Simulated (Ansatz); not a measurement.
## Harmonic thermodynamics of zinc blende InP

Per mole of formula units at the relaxed static volume; finite displacements on a 6×6×6 mesh, PBE density-functional theory in Ansatz (plane waves, PAW), k mesh 6×6×6; sums on an interpolated 12×12×12 mesh. Dynamical quadrupoles are not included in the interpolation of the phonons between the solved wave vectors. Zero-point energy 7.03 kJ/mol.

| T (K) | F_vib (kJ/mol) | S (J/mol/K) | C_V (J/mol/K) |
|---|---|---|---|
| 100 | 6.03 | 24.0 | 27.7 |
| 150 | 4.50 | 37.0 | 36.2 |
| 200 | 2.36 | 48.1 | 41.1 |
| 250 | -0.29 | 57.6 | 43.8 |
| 300 | -3.38 | 65.8 | 45.5 |
| 400 | -10.65 | 79.2 | 47.3 |
| 600 | -28.56 | 98.7 | 48.7 |
| 800 | -49.76 | 112.7 | 49.2 |
| 1000 | ? | ? | ? |

Task: What belongs in the gaps?

Result: 
- 1000, F_vib (kJ/mol): -73.45
- 1000, S (J/mol/K): 123.8
- 1000, C_V (J/mol/K): 49.4

No phase change or melting is allowed for: the numbers belong to this structure as given.

Ansatz is an electronic-structure program.
